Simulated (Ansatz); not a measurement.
## Cohesive energy of pyrite PtAs2 at several levels of theory

No measured value is used here.

| level (code) | value (eV/atom) | cell (Å³/atom) |
|---|---|---|
| LDA (Ansatz) | [?] | 17.50 |
| BLYP (Ansatz) | 3.73 | 19.76 |
| PBE (Ansatz) | 4.34 | 18.53 |
| PBEsol (Ansatz) | 4.96 | 17.83 |
| revPBE (Ansatz) | 3.88 | 18.77 |
| RPBE (Ansatz) | [?] | 18.87 |
| PBE-D4 (Ansatz) | 4.91 | 17.95 |
| PBEsol-D3(BJ) (Ansatz) | 5.47 | 17.31 |
| rVV10 (Ansatz) | [?] | 19.22 |
| PBE0 (Ansatz) | 4.13 | 17.80 |

Problem. What belongs in the gaps?

Solution. 
- LDA (Ansatz, a program for electronic structure), value (eV/atom): 5.60
- RPBE (Ansatz), value (eV/atom): 3.79
- rVV10 (Ansatz), value (eV/atom): 4.62

Free atoms are spin-polarised, in the lowest state found; at levels without +SOC their spin–orbit coupling is left out.  Density-functional levels without +SOC have no spin–orbit coupling, which shifts binding energies of heavy elements. BLYP: the cell is over a tenth larger than the published one: the level's own overestimate first of all, though another phase or state, or a fault of the published cell, is possible. BLYP, PBE, PBEsol, PBE-D4, PBEsol-D3(BJ), PBE0: the free atom's electronic state is in doubt. Each level is taken at its own relaxed cell. Cutoffs and k meshes differ between the levels. Ansatz's density-functional and Hartree–Fock values are scalar-relativistic unless marked +SOC, with PAW data made under PBE.
